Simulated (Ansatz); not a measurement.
The parent structure is CdTe in the zinc blende structure (space group F-43m, No. 216; a = 6.4892 Å).

The change: a hydrostatic pressure of 0.7 GPa.

Levels (all Ansatz, a first-principles code, PAW): PBEsol (420 eV, without spin-orbit coupling); PBEsol+SOC (420 eV, spin-orbit coupling included).

The geometry is relaxed with PBEsol.

```
Item                                        Value
----------------------------  -------------------
PBEsol band gap                           0.70 eV
PBEsol electron mass              0.058 mₑ (at Γ)
PBEsol valence-band top at Γ  0.00, 0.00, 0.00 eV
```

Task: Predict the band gap, hole mass, electron mass and valence-band top at Γ from PBEsol+SOC.

Result: The band gap falls by 0.272 eV (0.70 eV → 0.42 eV); the hole mass (degenerate bands, along [100]) is 0.050, 0.44 mₑ (at Γ); the electron mass goes from 0.058 mₑ (at Γ) to 0.045 mₑ (at Γ); the valence-band top at Γ (three highest Kramers pairs, from the VBM) changes from 0.00, 0.00, 0.00 eV to 0.00, 0.00, -0.87 eV. The threefold valence maximum splits by Δso ≈ 0.87 eV.

Single points use the geometry relaxed with PBEsol. Differences between runs with and without spin-orbit coupling are approximate. With Te present, leaving out spin-orbit coupling can change the band edges. Load acts through the strain it causes; cell and atoms are relaxed under it. Masses are band curvatures over ±0.01 Å⁻¹ around the edge. Stability against distortions was not tested.
